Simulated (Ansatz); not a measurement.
An Ansatz (an electronic-structure program) input (PBEsol/PAW in Ansatz, scalar-relativistic without spin-orbit coupling):

Ansatz 0.2 input:
```yaml
crystal:
  lattice:
    - [-2.7121340677, 2.7121340677, 5.4351756775]
    - [2.7121340677, -2.7121340677, 5.4351756775]
    - [2.7121340677, 2.7121340677, -5.4351756775]
  atoms:
    - { symbol: Zn, position: [0, 0, 0] }
    - { symbol: Zn, position: [0.75, 0.25, 0.5] }
    - { symbol: Ge, position: [0.5, 0.5, 0] }
    - { symbol: Ge, position: [0.25, 0.75, 0.5] }
    - { symbol: P, position: [0.875, 0.8733400478, 0.4983400478] }
    - { symbol: P, position: [0.1266599522, 0.625, 0.0016599522] }
    - { symbol: P, position: [0.375, 0.3766599522, 0.5016599522] }
    - { symbol: P, position: [0.6233400478, 0.125, 0.9983400478] }
basis: { ecutwfc: 420, ecutrho_ratio: 4, xc_grid: 2, fft_grid_basis: typed }
kpoints: { mp_grid: { grid: [9, 9, 9] } }
hamiltonian:
  xc: pbesol
  dispersion: none
  pseudopotentials: { kind: paw }
scf: { occupations: { method: fermi_dirac, width: 0.05 }, convergence: { dr2_threshold: 0.0000000008 } }
relax: { f_tol: 0.005, max_steps: 50 }
output: { forces: true, stress: true }
checkpoint: { write: state.ck, write_every: 1000 }
```

Problem. Which symmetry and how many k-points will the program report, and about how many plane waves at Γ?

Solution. Space group I-42d (ITA 122) with 8 operations, k-points 75 of 729, and 3083 plane waves at Γ.

Problem. And the final pressure?

Solution. -1.21 GPa (compression positive).

The cells carry an imposed strain or load. Whether these cells are dynamically stable was not tested. The cell was made from ZnGeP2 in the chalcopyrite structure (space group I-42d, No. 122) by this change: uniaxial strain ε_zz = +1.50 %.
